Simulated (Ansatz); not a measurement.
The parent structure is CdTe in the zinc blende structure (space group F-43m, No. 216; a = 6.558 Å).

The values are results of r2SCAN (Ansatz, an electronic-structure program; PAW; 500 eV plane waves; spin-orbit coupling left out), not measurements.

Before the change:

| Property | Value |
|---|---|
| Band gap | 1.17 eV |
| Pressure | 0.00 GPa |

The change: the cell is scaled by 1.0279 in all directions, atoms relaxed at fixed cell.

Task: Predict the new band gap and pressure.

Result: The band gap falls by 0.26 eV (1.17 eV → 0.91 eV); the pressure goes from zero to -2.75 GPa.

Spin-orbit coupling, missing from the scalar runs, can matter with Te. The cells carry an imposed strain or load. Stability against distortions was not tested.
